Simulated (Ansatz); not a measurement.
Hypothetical cubic perovskite RbGeF3: element substitutions

Base system: RbGeF₃ in the cubic perovskite structure (space group Pm-3m, No. 221; a hypothetical phase, not in the database extracts checked).

```yaml
crystal:
  lattice:
    - [4.49084, 0.00000, 0.00000]
    - [0.00000, 4.49084, 0.00000]
    - [0.00000, 0.00000, 4.49084]
  atoms:
    - { symbol: Rb, position: [0.00000, 0.00000, 0.00000] }
    - { symbol: Ge, position: [0.50000, 0.50000, 0.50000] }
    - { symbol: F, position: [0.00000, 0.50000, 0.50000] }
    - { symbol: F, position: [0.50000, 0.50000, 0.00000] }
    - { symbol: F, position: [0.50000, 0.00000, 0.50000] }
```

Each row replaces one element on all its sites; cell and atoms are relaxed.

Level of theory: PBE/PAW in Ansatz (an electronic-structure program), no spin-orbit coupling.

```
change   shortest interatomic distance  gap character
-------  -----------------------------  -------------
base                           2.245 Å    direct at R
Rb → Na                            ___            ___
Rb → Cs                        2.281 Å    direct at R
Ge → Si                        2.196 Å    direct at R
```

Question: Complete the table.

Answer: 
- Rb → Na, shortest interatomic distance: 2.200 Å
- Rb → Na, gap character: indirect, R → Γ

Whether these cells are dynamically stable was not tested. As relaxed here, NaGeF3, CsGeF3 and RbSiF3 are hypothetical phases, not in the database extracts checked. Many cubic perovskites are stable only at high temperature; tilts and polar distortions were not tested.
